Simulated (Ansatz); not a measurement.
The starting structures come from a database of crystals and need not be the phases stable at ambient conditions.

By PBEsol, the system below comes out a metal.

The ballistic (Sharvin) conductance counts the channels at the Fermi level: G/A = (e²/h) × channels of both spins per area.

Input:

```
Sb
1.0
    3.35453     0.00000     0.00000
   -1.67727     2.90511     0.00000
    0.00000     0.00000     5.47016
Sb
2
Direct
  0.33333   0.66667   0.25000
  0.66667   0.33333   0.75000
```

Space group of this cell: P6_3/mmc, hcp (Mg type). The cell is taken as given; by PBEsol its mean pressure is -1.3 GPa.

The current flows along the normal of the first two printed cell vectors, the (001) plane of the conventional cell. No spin-orbit coupling; the value is a mean over 0.1 eV about the Fermi level.

### Question
Estimate the ballistic conductance per area that Ansatz (a quantum-chemistry and plane-wave program) with PBEsol returns for this system.

### Answer
1.2 × 10¹⁵ S/m² for both spins.
